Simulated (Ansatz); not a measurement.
# HgTe: Te → W

Start from HgTe in the zinc blende structure (space group F-43m, No. 216; a = 6.573 Å).

It is then changed as follows: W takes the place of Te on all its sites, then cell and atoms are relaxed.

Level of theory: Kohn–Sham DFT with the r2SCAN functional, run in Ansatz (a first-principles code) with PAW and 500 eV plane waves, spin-orbit coupling left out. Settings: 14×14×14 k-points, 0.05 eV Fermi–Dirac smearing, for the changed cell.

The shortest interatomic distance drops by 0.274 Å, from 2.846 Å to 2.572 Å and the band gap is still zero.

Spin-orbit coupling, missing from the scalar runs, can matter with Hg, Te and W. Whether these cells are dynamically stable was not tested. As relaxed here, HgW is a hypothetical phase, not in the database extracts checked. All final runs are without spin polarisation. A zero or small gap of HgTe can be the functional's error rather than a property of the material.
